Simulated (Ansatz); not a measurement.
Functionals compared on a constructed model of the (111) surface of fcc Cu, a pseudomorphic layer of In in the host's stacking (bottom of the slab: a bare face, its two planes held), in Ansatz (plane waves, PAW). The structure was relaxed with PBE; the other rows are single points on it. Cutoff 420 eV (500 eV for r2SCAN).

Set-up: 7 atoms, 12.9 Å thick at the start with caps and adatoms (thin: gaps and levels are the slab's own); mesh 17x17x1; 0.1 eV smearing; dipole correction on; 2 atoms held, the rest relaxed; symmetry of the start imposed; no spin, no spin-orbit, no U. In PBE it is, or lies within 0.01 eV a 1x1 cell of, the lowest of the 2 structures of its composition computed so far; subsurface sites and larger cells were not tried. These notes are the PBE run's.

```
functional  work function of the top face (eV)  rough cost of the single point
----------  ----------------------------------  ------------------------------
PBE                                       3.24                               –
RPBE                                         ?  around 25 core-seconds (rough)
r2SCAN                                    3.26    very roughly 50 core-seconds
```

Q: Some entries are withheld; supply them.

A: 
- RPBE, work function of the top face (eV): 3.10

Ansatz is an electronic-structure program.
